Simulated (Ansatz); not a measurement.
**Short convergence ladders for Lu2AlCo3 (R3m, 6 atoms in the cell)**

```
CELL_PARAMETERS angstrom
      2.59108     1.49596     3.78806
     -2.59108     1.49596     3.78806
      0.00000    -2.99193     3.78806
ATOMIC_POSITIONS crystal
  Lu 0.37555 0.37555 0.37555
  Lu 0.62885 0.62885 0.62885
  Al 0.00000 0.00000 0.00000
  Co 0.50000 0.00000 0.00000
  Co 0.00000 0.50000 0.00000
  Co 0.00000 0.00000 0.50000
```

Base method: LDA (PW92), default PAW files made with PBE (plane waves; Ansatz, a program for electronic structure).

Base settings: basis.ecutwfc = 420 eV; kpoints.mp_grid.grid = 8 8 8; hamiltonian.xc = lda; hamiltonian.pseudopotentials = {kind: paw} (the program's default PAW files); scf.occupations.method = fermi_dirac; scf.occupations.width = 0.1 eV.

The count of work is k-points × plane waves × bands × iterations; it is no time. 

**The k-point mesh**

The second cell is the first with its lattice scaled by 0.98.

Only quantities that move along the ladder and can be compared are tabulated.

| kpoints.mp_grid.grid | free energy less the last step's (meV/atom) | energy of the compressed cell less the first (meV/atom) | pressure (GPa) | largest difference of a force vector from the last step's (eV/Å) | count of work / last |
|---|---|---|---|---|---|
| 2 2 2 | 63.56 | -6.64 | -5.36 | 0.054 | 0.014 |
| 4 4 4 | 0.94 | -5.58 | -5.23 | 0.021 | 0.045 |
| 6 6 6 | -0.13 | -5.81 | -5.26 | 0.006 | 0.11 |
| 8 8 8 | -0.08 | -5.73 | -5.24 | 0.001 | 0.23 |
| 14 14 14 | 0.00 | -5.71 | -5.24 | 0.000 | 1.0 |

Coarsest kpoints.mp_grid.grid that holds the forces within 0.01 eV/Å of the last step, with all finer ones: 6 6 6, at 0.11 of the last step's count of work; the step before is off by 0.021 eV/Å.

Coarsest kpoints.mp_grid.grid that holds the free energy within 0.5 meV/atom of the last step, with all finer ones: 6 6 6, at 0.11 of the last step's count of work; the step before is off by 0.94 meV/atom.

Coarsest kpoints.mp_grid.grid that holds the pressure within 0.1 GPa of the last step, with all finer ones: 4 4 4, at 0.045 of the last step's count of work; the step before is off by 0.12 GPa.

The energy difference between the two cells stays within 1 meV/atom of the last step's from 2 2 2 on, the total only from 4 4 4 on: much of the error is common to both cells and cancels.

**The k-point mesh at a smearing width of 0.02 eV**

In this ladder: scf.occupations.width = 0.02 eV.

Only quantities that move along the ladder and can be compared are tabulated.

```tsv
kpoints.mp_grid.grid	free energy less the last step's (meV/atom)	pressure (GPa)	largest difference of a force vector from the last step's (eV/Å)	count of work / last
3 3 3	1.26	-6.04	0.213	0.016
4 4 4	0.04	-5.42	0.039	0.038
5 5 5	1.89	-5.47	0.019	0.055
7 7 7	-0.24	-5.50	0.000	0.13
15 15 15	0.00	-5.52	0.000	1.0
```

Coarsest kpoints.mp_grid.grid that holds the forces within 0.005 eV/Å of the last step, with all finer ones: 7 7 7, at 0.13 of the last step's count of work; the step before is off by 0.019 eV/Å.

Coarsest kpoints.mp_grid.grid that holds the free energy within 0.5 meV/atom of the last step, with all finer ones: 7 7 7, at 0.13 of the last step's count of work; the step before is off by 1.9 meV/atom.

Coarsest kpoints.mp_grid.grid that holds the pressure within 0.2 GPa of the last step, with all finer ones: 4 4 4, at 0.038 of the last step's count of work; the step before is off by 0.52 GPa.

**The k-point mesh at a smearing width of 0.3 eV**

In this ladder: scf.occupations.width = 0.3 eV.

Only quantities that move along the ladder and can be compared are tabulated.

| kpoints.mp_grid.grid | free energy less the last step's (meV/atom) | pressure (GPa) | largest difference of a force vector from the last step's (eV/Å) | count of work / last |
|---|---|---|---|---|
| 3 3 3 | 8.48 | -3.43 | 0.024 | 0.017 |
| 5 5 5 | 0.43 | -3.35 | 0.001 | 0.055 |
| 7 7 7 | 0.01 | -3.34 | 0.000 | 0.13 |
| 15 15 15 | 0.00 | -3.34 | 0.000 | 1.0 |

Coarsest kpoints.mp_grid.grid that holds the free energy within 5 meV/atom of the last step, with all finer ones: 5 5 5, at 0.055 of the last step's count of work; the step before is off by 8.5 meV/atom.

Coarsest kpoints.mp_grid.grid that holds the pressure within 0.05 GPa of the last step, with all finer ones: 5 5 5, at 0.055 of the last step's count of work; the step before is off by 0.09 GPa.

Coarsest kpoints.mp_grid.grid that holds the forces within 0.02 eV/Å of the last step, with all finer ones: 5 5 5, at 0.055 of the last step's count of work; the step before is off by 0.024 eV/Å.

On the base run: the starting cell comes from a database of computed structures (which also holds hypothetical and non-ambient phases and stackings), without a prior relaxation at this level. Its lattice was rescaled by up to half a per cent. One atom was moved a little off its site on purpose. Spin polarisation is off. In the base run, with a pressure of about -5 GPa the cell is away from its equilibrium volume at this level. Ansatz's pressure includes its estimate of the finite-basis (Pulay) stress.

Keys are those of Ansatz 0.2.
